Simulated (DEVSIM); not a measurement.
System: abrupt Si n-p junction, at 350 K.

Layer 1 from the left is Si, thickness (μm) 22.0, Nd (cm⁻³) 7.7e17, τn (s) 4.3e-5, τp (s) 4.3e-5. Layer 2 from the left is Si, thickness (μm) 11.0, Na (cm⁻³) 8.9e14, τn (s) 4.3e-5, τp (s) 4.3e-5.

Left contact: ohmic. Right contact: ohmic. Voltage is applied to the left contact. Recombination: SRH at mid-gap. Mobility is μmin + (μ − μmin)/(1 + (N/Nref)^α).

The device is made up for the run: typed textbook-type constants, with dimensions and the other settings drawn at random. Values at 300 K; Nc and Nv go as T^1.5, mobilities as T to minus their exponent, the gap by Varshni's rule with the affinity fixed.

Si: gap (eV) 1.124, affinity (eV) 4.05, permittivity 11.7, Nc (cm⁻³) 2.86e19, Nv (cm⁻³) 3.1e19, μn (cm²/Vs) 1417, μp (cm²/Vs) 470, μn,min 52, μp,min 45, Nref,n 9.7e16, Nref,p 2.2e17, αn 0.68, αp 0.72, T exponent of μn 2.3, T exponent of μp 2.2, Varshni α (eV/K) 0.000473, Varshni β (K) 636.

Model (solved in DEVSIM): 1D drift-diffusion, Boltzmann statistics, complete ionisation; no tunnelling, impact ionisation, image-force lowering or self-heating.

Dark forward current:

| |V| (V) | |J| (A/cm²) |
|---|---|
| 0.05 | 3.122e-6 |
| 0.10 | 1.937e-5 |
| 0.15 | 0.0001041 |
| 0.20 | 0.0005463 |
| 0.25 | 0.002851 |
| 0.30 | 0.01484 |
| 0.35 | 0.07661 |
| 0.40 | 0.3830 |
| 0.45 | 1.726 |
| 0.50 | 6.409 |
| 0.55 | 19.48 |
| 0.60 | 50.75 |
| 0.65 | 116.9 |
| 0.70 | 239.6 |
| 0.75 | 434.5 |
| 0.80 | 701.6 |
| 0.85 | 1027 |
| 0.90 | 1396 |
| 0.95 | 1795 |
| 1.00 | 2216 |

Work out the local ideality factor n = ΔV / (kT/q · ln(J2/J1)) between the rows 0.15 and 0.20 V, 0.95 and 1.00 V.

kT/q = 30.16 mV. From 0.15 to 0.20 V: ln(0.0005463/0.0001041) = 1.658, n = 1.00, near the 1 of diffusion or emission over a barrier. From 0.95 to 1.00 V: ln(2216/1795) = 0.211, n = 7.87.

Estimate the current at 0.25 V from the Shockley equation with J0 = Σ q ni² D/(N L) coth(W/L), τ joining the SRH, radiative and Auger lifetimes that are on, and W taken as the whole layer.

ni² = 1.43e23 cm⁻⁶; holes in the n layer: μ = 119 cm²/Vs, D = 3.60 cm²/s, τ = 4.30e-5 s, L = 124 μm, W/L = 0.18, term 4.91e-11 A/cm²; electrons in the p layer: μ = 956 cm²/Vs, D = 28.8 cm²/s, τ = 4.30e-5 s, L = 352 μm, W/L = 0.031, term 6.74e-7 A/cm². J0 = 6.74e-7 A/cm², and J = J0 exp(qV/kT) = 0.00268 A/cm². The simulation gives 0.00285 A/cm²; the estimate lies 5.9 % below. The estimate leaves out recombination in the depletion region and that region's share of W.
